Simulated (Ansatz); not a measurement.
## Cd3As2: response to strain

The reference is Cd3As2 (space group Pn-3m, No. 224; a = 6.333 Å; a cell from a computed database, its experimental status unchecked). Axes: x, y, z lie along the cube axes.

Strains are applied to the cell and any free atomic positions relax; under biaxial strain the out-of-plane vector relaxes too; under stress the whole cell relaxes.

Method: PBEsol in Ansatz (plane waves to 420 eV, PAW, no spin-orbit coupling).

Notes on the quantities. energy relative to the base: free energy F; pressure: mean of the normal stresses, compression positive.

```csv
change,energy relative to the base,pressure,volume per atom,space group
base,0 meV/atom,0.0 GPa,25.40 Å³,Pn-3m (No. 224)
"biaxial strain −4.60 %, plane normal [001], relaxed out of plane",+20 meV/atom,1.9 GPa,24.60 Å³,P4_2/nnm (No. 134)
"biaxial strain −1.92 %, plane normal [111], relaxed out of plane",+4.2 meV/atom,0.9 GPa,24.97 Å³,R-3m (No. 166)
uniaxial strain ε_zz = −4.85 %,+14 meV/atom,3.0 GPa,24.17 Å³,P4_2/nnm (No. 134)
"uniaxial stress, 3 GPa compression along z",+19 meV/atom,–,24.96 Å³,P4_2/nnm (No. 134)
```

Stability under load was not tested beyond the relaxation. All final runs are without spin polarisation.

Ansatz is a program for electronic structure.
